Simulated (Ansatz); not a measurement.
Cl on the 1x1 (100) surface of fcc Cu, one in a 2x2 cell, energies for each (26.4 Å²). Energies are against ½ Cl2(g), without zero-point or thermal terms; each row is named by its start.

Level of theory: PBE (plane waves to 420 eV, PAW; Ansatz, a program for electronic structure).

Which site binds most strongly?
A. top Cu
B. hollow Cu-Cu-Cu-Cu over Cu at depth 1.8 Å
C. bridge Cu-Cu (span 2.6 Å)

B, hollow Cu-Cu-Cu-Cu over Cu at depth 1.8 Å. Adsorption energies: hollow Cu-Cu-Cu-Cu over Cu at depth 1.8 Å -1.96 eV; bridge Cu-Cu (span 2.6 Å) -1.90 eV; top Cu -1.53 eV.
